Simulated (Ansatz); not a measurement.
## Fermi-surface data of CuZn (Pm-3m)

Given:

```xyz
2
Lattice="2.9643 0.0000 0.0000 0.0000 2.9643 0.0000 0.0000 0.0000 2.9643" Properties=species:S:1:pos:R:3 pbc="T T T"
Zn     1.4822     1.4822     1.4822
Cu     0.0000     0.0000     0.0000
```

Level of theory: PBE, rigid bands (plane waves, PAW, scalar-relativistic; Ansatz, an electronic-structure program). Condition of this run: functional PBE, cell relaxed with it. Geometry: cell and atoms relaxed with PBE.

```
Property                                                          Result
------------------------------------  ----------------------------------
density of states at the Fermi level  0.505 states/(eV·cell), both spins
bare Sommerfeld coefficient                    0.60 mJ/(mol of atoms·K²)
Drude plasma energy                                               9.6 eV
root-mean-square Fermi velocity                                1.3e6 m/s
resistivity times τ                                     5.3 ×10⁻²² Ω·m·s
```

A metal at this level (no band gap); rigid bands, thermally averaged at 300 K, both spins. Spin-orbit coupling is left out. τ is one relaxation time for all states.
